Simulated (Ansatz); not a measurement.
The parent structure is VN in the rock salt structure (space group Fm-3m, No. 225; a = 4.075 Å; relaxed with 0.1 eV smearing). Axes: x, y, z lie along the cube axes.

Method: PBEsol in Ansatz (plane waves to 420 eV, PAW, without spin-orbit coupling), earlier PAW set.

One thing is altered: a pure shear with ε_xz = ε_zx = -0.0066, atoms relaxed at fixed cell.

Task: Estimate the effect on the stress.

Result: The stress (xx, yy, zz, yz, xz, xy; compression positive) amounts to (0.0, 0.0, 0.0, 0.0, 1.7, 0.0) GPa.

Task: How does this affect the energy relative to the base?

Result: The energy goes up by 0.6 meV/atom.

The cells carry an imposed strain or load. Whether these cells are dynamically stable was not tested. Starting moments died away, wholly or in part, for the base; another magnetic solution may exist. The final runs are not spin-polarised.

Ansatz is a quantum-chemistry and plane-wave program.
